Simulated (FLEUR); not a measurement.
Band structure of ScGaCu (P-1, 6 atoms in the cell).

```
ScGaCu
1.0
    4.15012     0.00000     0.00000
    2.07450     4.85626     0.00000
    2.06856    -0.56071     4.90049
Sc Ga Cu
2 2 2
Direct
  0.75589   0.77905   0.70765
  0.24411   0.22095   0.29235
  0.04825   0.78341   0.11932
  0.95175   0.21659   0.88068
  0.54290   0.62128   0.29271
  0.45710   0.37872   0.70729
```

Method of the run: PBEsol, all-electron FLAPW (FLEUR), scalar-relativistic valence in FLEUR.

Settings: Kmax = 3.8 1/bohr; GmaxXC = 15.2 1/bohr; xcFunctional = PBEs; jspins = 1; l_soc = F; mode = hist; fermiSmearingEnergy = 0.00499791 Htr; mesh (inpgen div1-3) = 5 3 3; inpgen gamma flag = false; Gmax = 15.2 1/bohr; numbands = 0; maxIterBroyd = 40; imix = Anderson; alpha = 0.05.

The starting cell comes from a database of computed structures (which also holds hypothetical and non-ambient phases and stackings), without a prior relaxation at this level. Spin polarisation is off. Values depend on the basis (sphere radii, cutoffs, local orbitals), which need not be converged.

These are the values that this program gave, and no reference: the default basis lacks the next d shell.

Levels in eV from the Fermi level, bands 33 to 40:
| point | 33 | 34 | 35 | 36 | 37 | 38 | 39 | 40 |
|---|---|---|---|---|---|---|---|---|
| X | -0.68 | -0.56 | 0.08 | 0.49 | 0.85 | 1.32 | 1.64 | 2.15 |
| Γ | -1.04 | -0.97 | -0.57 | -0.18 | 0.39 | 1.67 | 2.32 | 2.64 |
